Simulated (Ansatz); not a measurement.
System: LaZnNO (model structure, started from the LaZnOP type, P4/nmm, No. 129, 8 atoms in the cell). Method: PBEsol+SOC in Ansatz (PAW).

Settings: plane-wave cutoff 520 eV, 10×10×4 k mesh (along the axes of the cell as run), Fermi–Dirac smearing 0.01 eV, PAW data made under PBE.

Cell (relaxed with PBEsol):

```cif
data_La2N2O2Zn2
_chemical_formula_sum 'La2 Zn2 N2 O2'
_space_group_name_H-M_alt 'P 1'
_space_group_IT_number 1
_cell_length_a 3.75683
_cell_length_b 3.75683
_cell_length_c 8.06595
_cell_angle_alpha 90.000
_cell_angle_beta 90.000
_cell_angle_gamma 90.000
loop_
_space_group_symop_operation_xyz
  'x, y, z'
loop_
_atom_site_label
_atom_site_type_symbol
_atom_site_fract_x
_atom_site_fract_y
_atom_site_fract_z
_atom_site_occupancy
La1 La 0.00000 0.50000 0.83502 1
La2 La 0.50000 0.00000 0.16498 1
Zn1 Zn 0.00000 0.00000 0.50000 1
Zn2 Zn 0.50000 0.50000 0.50000 1
N1 N 0.50000 0.00000 0.62856 1
N2 N 0.00000 0.50000 0.37144 1
O1 O 0.50000 0.50000 0.00000 1
O2 O 0.00000 0.00000 0.00000 1
```

Question: What does this level give for the band gap and smallest direct gap on the k points sampled?

Answer: 
band gap: 1.70 eV (indirect)
smallest direct gap on the k points sampled: 1.73 eV

Note: the relaxation could raise the start's symmetry but not lower it, so the cell can be a saddle point.

Static lattice: no zero-point or thermal effects.

A model structure was made by putting elements into a prototype or built by hand; it is no filed structure, need not be a known phase, and can be a saddle point held by its symmetry.

Ansatz is a first-principles code.
